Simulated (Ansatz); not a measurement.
# A computed series for Zn: alloy series

Take Zn in the hcp (Mg type) structure (space group P6_3/mmc, No. 194; a = 2.647 Å, c = 4.679 Å) as the base.

The other end (x = 1) is Cu in the hcp (Mg type) structure (space group P6_3/mmc, No. 194; a model cell, its experimental status unchecked): 11.45 Å³/atom, gap zero; this end may not be an ambient phase.

Cu replaces a fraction x of Zn; each row is one arrangement (x, atoms in the cell, starting space group or random), fully relaxed.

The values are results of r2SCAN (Ansatz, a quantum-chemistry and plane-wave program; PAW; 500 eV plane waves; scalar-relativistic without spin-orbit coupling), not measurements.

Notes on the quantities. deviation of the volume from the linear: Vegard-type) interpolation; mixing energy: to 0.01 eV only: unlike meshes or grids; against an end that may be hypothetical.

| change | shortest interatomic distance | deviation of the volume from the linear | mixing energy |
|---|---|---|---|
| base | 2.647 Å | – | – |
| x(Cu) = 0.333, 6 atoms, R32 | 2.596 Å | -2.7 % | -0.09 eV/atom |
| x(Cu) = 0.375, 8 atoms, Cmm2 | 2.584 Å | -2.9 % | -0.10 eV/atom |
| x(Cu) = 0.375, 8 atoms, Pmm2 | 2.521 Å | -1.6 % | -0.05 eV/atom |
| x(Cu) = 0.5, 8 atoms, Amm2 | 2.563 Å | -2.8 % | -0.09 eV/atom |

Each cell is one ordered arrangement of few atoms, which overstates ordering effects compared with a random alloy. Whether these cells are dynamically stable was not tested. All final runs are without spin polarisation. This is not the structure that Cu has at room temperature and ambient pressure.
